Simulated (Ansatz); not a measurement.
# SnS2, point defects

Base system: a 9-atom supercell of SnS₂ in the CdI2 type structure (space group P-3m1, No. 164; a = 3.669 Å, c = 5.808 Å; layered, stacked along the Cartesian z axis) at its relaxed geometry.

One neutral defect a cell, atoms relaxed at fixed cell.

Level of theory: PBE-D3(BJ) (Ansatz, a first-principles code), no spin-orbit coupling, earlier PAW set.

```json
[
 {"change": "perfect supercell", "largest displacement of a host atom from its site in the perfect cell": "–", "pressure": "0.0 GPa"},
 {"change": "S interstitial (started 2.55 Å from the nearest host atom)", "largest displacement of a host atom from its site in the perfect cell": "0.81 Å", "pressure": "7.7 GPa"},
 {"change": "Li interstitial (started 2.55 Å from the nearest host atom)", "largest displacement of a host atom from its site in the perfect cell": "0.19 Å", "pressure": "2.5 GPa"},
 {"change": "Sn on a S site (antisite), symmetric start", "largest displacement of a host atom from its site in the perfect cell": "0.21 Å", "pressure": "2.5 GPa"},
 {"change": "Pb on a S site", "largest displacement of a host atom from its site in the perfect cell": "0.46 Å", "pressure": "5.0 GPa"}
]
```

The magnetic state is the one reached from the starting moments; the real material's order can differ, and small cells can't hold many antiferromagnetic ones. In so small a cell the defect repeats every few ångströms: this is an ordered compound, not a dilute defect. The mesh was chosen for an insulator and is coarse for the gapless case. Defects with a symmetric start kept the site's symmetry and may sit on a saddle; the others started slightly shaken. Seeded moments were not kept for S interstitial (started 2.55 Å from the nearest host atom), Li interstitial (started 2.55 Å from the nearest host atom), Sn on a S site (antisite) and Pb on a S site.
